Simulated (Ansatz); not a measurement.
Consider ZnS (space group P4_2/mnm, No. 136; a hypothetical phase, not in the database extracts checked).

```yaml
crystal:
  lattice:
    - [6.51791, 0.00000, 0.00000]
    - [0.00000, 6.51791, 0.00000]
    - [0.00000, 0.00000, 3.80804]
  atoms:
    - { symbol: Zn, position: [0.32527, 0.67473, 0.00000] }
    - { symbol: Zn, position: [0.67473, 0.32527, 0.00000] }
    - { symbol: Zn, position: [0.82527, 0.82527, 0.50000] }
    - { symbol: Zn, position: [0.17473, 0.17473, 0.50000] }
    - { symbol: S, position: [0.31354, 0.31354, 0.00000] }
    - { symbol: S, position: [0.68646, 0.68646, 0.00000] }
    - { symbol: S, position: [0.18646, 0.81354, 0.50000] }
    - { symbol: S, position: [0.81354, 0.18646, 0.50000] }
```

Level of theory: PBEsol (Ansatz, a program for electronic structure), no spin-orbit coupling.

For the base:

- Electron mass: 0.17 mₑ along c, 0.19 mₑ across (at Γ)
- Volume per atom: 20.22 Å³

One thing is altered: cell and atoms relaxed at a pressure of 0.7 GPa.

**Question.** Predict the new electron mass.

**Answer.** The electron mass is still 0.17 mₑ along c, 0.19 mₑ across (at Γ).

**Question.** Estimate the effect on the volume per atom.

**Answer.** The volume per atom shrinks by 0.195 Å³ to 20.03 Å³.

The levels and masses belong to the bands next to the band gap. Load acts through the strain it causes; cell and atoms are relaxed under it. Effective masses come from finite differences of ±0.01 Å⁻¹. No phonon test of stability was made.
